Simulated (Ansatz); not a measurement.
```
GaP
1.0
    0.00000     2.68477     2.68477
    2.68477     0.00000     2.68477
    2.68477     2.68477     0.00000
Ga P
1 1
Cartesian
  0.00000   0.00000   0.00000
  1.34239   1.34239   1.34239
```

No spin polarisation.

Level of theory: plane-wave PAW DFT at the r2SCAN level (Ansatz, a program for electronic structure, 500 eV), spin-orbit coupling left out. Γ-centred 10×10×10 mesh, Fermi–Dirac width 0.05 eV.

Task: Predict the band gap and pressure.

Result: 
```json
{
  "band_gap": "1.76 eV",
  "pressure": "4.40 GPa"
}
```

The cells carry an imposed strain or load. Stability against distortions was not tested. The cell was made from GaP in the zinc blende structure (space group F-43m, No. 216) by this change: isotropic strain −1.50 %.
